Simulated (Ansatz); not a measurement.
# La2O3, response to strain

The reference is La₂O₃ (space group P-3m1, No. 164; a = 3.906 Å, c = 6.040 Å). Axes: x lies along a and z along c of the hexagonal cell.

Strains are applied to the cell and any free atomic positions relax; under biaxial strain the out-of-plane vector relaxes too; under stress the whole cell relaxes.

Calculations: PBEsol in Ansatz (plane waves to 420 eV, PAW, no spin-orbit coupling).

| case | width of the top valence band | volume per atom | smallest direct gap |
|---|---|---|---|
| base | 0.41 eV | 15.96 Å³ | 3.86 eV |
| biaxial strain −2.38 %, plane normal [001], relaxed out of plane | 0.55 eV | 15.67 Å³ | 3.83 eV |
| biaxial strain +0.13 %, plane normal [001], relaxed out of plane | 0.41 eV | 15.98 Å³ | 3.86 eV |
| biaxial strain +1.95 %, plane normal [001], relaxed out of plane | 0.49 eV | 16.17 Å³ | 3.88 eV |
| isotropic strain −4.04 % | 0.76 eV | 14.10 Å³ | 3.76 eV |
| isotropic strain −3.31 % | 0.67 eV | 14.43 Å³ | 3.78 eV |
| uniaxial strain ε_yy = +2.71 % | – | 16.39 Å³ | 3.88 eV |
| tensor shear ε_yz = +1.21 % | – | 15.96 Å³ | 3.86 eV |
| uniaxial stress, 0.5 GPa compression along z | 0.41 eV | 15.92 Å³ | 3.86 eV |

Stability under load was not tested beyond the relaxation.

Ansatz is a first-principles code.
